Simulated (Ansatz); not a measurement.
The starting structures come from a database of crystals and need not be the phases stable at ambient conditions.

# Evanescent states of MgS (Fm-3m, rock salt, 2 atoms a cell, 17.7 Å³ an atom) along the normal of (001)

These are r2SCAN (plane waves, PAW; Ansatz, a program for electronic structure) values and carry that method's errors.

The gap is the functional's own, uncorrected, and κ follows it; spin-orbit coupling is left out. Mid-gap means the computed energy nearest the middle.

Energies count from the valence-band top; κ is the least over a 8×8 mesh across the current.

```tsv
E (eV)	κ (1/Å)	where
0.09	0.078	Γ
0.26	0.132	Γ
0.42	0.166	Γ
0.59	0.191	Γ
0.77	0.211	Γ
0.94	___	Γ
1.10	___	Γ
1.27	___	Γ
1.45	___	Γ
1.61	___	Γ
1.78	___	Γ
1.96	___	Γ
2.12	___	Γ
2.29	___	Γ
2.46	___	off Γ
2.63	0.241	off Γ
2.81	0.217	off Γ
2.98	0.189	off Γ
3.15	0.154	off Γ
3.31	0.105	off Γ
```

Q: Some entries are withheld; supply them.

A: 
- 0.94, κ (1/Å): 0.227
- 1.10, κ (1/Å): 0.240
- 1.27, κ (1/Å): 0.250
- 1.45, κ (1/Å): 0.259
- 1.61, κ (1/Å): 0.265
- 1.78, κ (1/Å): 0.270
- 1.96, κ (1/Å): 0.273
- 2.12, κ (1/Å): 0.274
- 2.29, κ (1/Å): 0.274
- 2.46, κ (1/Å): 0.262
